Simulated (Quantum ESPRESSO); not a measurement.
Quantum ESPRESSO run on ScAl3 (Pm-3m, 4 atoms in the cell): self-consistent single point.

Method of the run: PBE, PSlibrary ultrasoft (PBE) pseudopotentials (plane waves; Quantum ESPRESSO).

The change in words: lattice scaled by 0.98. Reference geometry:
```
ScAl3
1.0
    3.99788     0.00000     0.00000
    0.00000     3.99788     0.00000
    0.00000     0.00000     3.99788
Sc Al
1 3
Direct
  0.00000   0.00000   0.00000
  0.50000   0.00000   0.50000
  0.00000   0.50000   0.50000
  0.50000   0.50000   0.00000
```

Reference input (self-consistent single point, DFT, PBE, plane waves, PSlibrary ultrasoft (PBE) pseudopotentials): ecutwfc = 55 Ry; ecutrho = 440 Ry; occupations = smearing; smearing = fd; degauss = 0.0073499 Ry; potentials = {Sc: Sc.pbe-spn-rrkjus_psl.1.0.0.UPF, Al: Al.pbe-n-rrkjus_psl.1.0.0.UPF}; K_POINTS = automatic 7 7 7 0 0 0; conv_thr = 1e-10 Ry; mixing_beta = 0.7. This run's input differs from it in these lines:

```diff
@@ -26,10 +26,10 @@
 CELL_PARAMETERS {angstrom}
-   3.9978780000     0.0000000000     0.0000000000
-   0.0000000000     3.9978780000     0.0000000000
-   0.0000000000     0.0000000000     3.9978780000
+   3.9179200000     0.0000000000     0.0000000000
+   0.0000000000     3.9179200000     0.0000000000
+   0.0000000000     0.0000000000     3.9179200000
 ATOMIC_POSITIONS {angstrom}
 Sc    0.0000000000    0.0000000000    0.0000000000
-Al    1.9989390000    0.0000000000    1.9989390000
-Al    0.0000000000    1.9989390000    1.9989390000
-Al    1.9989390000    1.9989390000    0.0000000000
+Al    1.9589600000    0.0000000000    1.9589600000
+Al    0.0000000000    1.9589600000    1.9589600000
+Al    1.9589600000    1.9589600000    0.0000000000
 K_POINTS {automatic}
```

The program printed (abridged):

```
     Self-consistent Calculation

     iteration #  1     ecut=    55.00 Ry     beta= 0.70

     Threshold (ethr) on eigenvalues was too large:
     Diagonalizing with lowered threshold

     total energy              =    -113.09529435 Ry
     estimated scf accuracy    <       0.05204792 Ry

     iteration #  2     ecut=    55.00 Ry     beta= 0.70

     total energy              =    -113.10446959 Ry
     estimated scf accuracy    <       0.06500472 Ry

     iteration #  3     ecut=    55.00 Ry     beta= 0.70

     total energy              =    -113.10913443 Ry
     estimated scf accuracy    <       0.00524323 Ry

   [... 16 blocks of this kind left out ...]

     iteration # 20     ecut=    55.00 Ry     beta= 0.70

     total energy              =    -113.11626273 Ry
     estimated scf accuracy    <       0.00000002 Ry

     iteration # 21     ecut=    55.00 Ry     beta= 0.70
     End of self-consistent calculation

     the Fermi energy is    10.5966 ev

!    total energy              =    -113.11626274 Ry
     estimated scf accuracy    <          2.1E-12 Ry
     smearing contrib. (-TS)   =      -0.00273519 Ry
     internal energy E=F+TS    =    -113.11352755 Ry

     convergence has been achieved in  21 iterations

     Forces acting on atoms (cartesian axes, Ry/au):

     atom    1 type  1   force =     0.00000000    0.00000000    0.00000000
   [... zero for the other atoms too ...]

     Total force =     0.000000     Total SCF correction =     0.000000

          total   stress  (Ry/bohr**3)                   (kbar)     P=      156.71
   0.00106527   0.00000000   0.00000000          156.71        0.00        0.00
   0.00000000   0.00106527   0.00000000            0.00      156.71        0.00
   0.00000000   0.00000000   0.00106527            0.00        0.00      156.71

   JOB DONE.
```

The run converged in 21 iterations. Against the reference run the free energy goes up by 69.9 meV/atom and the pressure goes from 7.70 to 15.67 GPa.

The starting cell comes from a database of computed structures (which also holds hypothetical and non-ambient phases and stackings), without a prior relaxation at this level. Its lattice was rescaled by a random factor within 2.5 % of one. For this run, on top of that: lattice scaled by 0.98. With a pressure of about 16 GPa the cell is away from its equilibrium volume at this level.

Cost on one core of a shared machine: roughly 90 s.
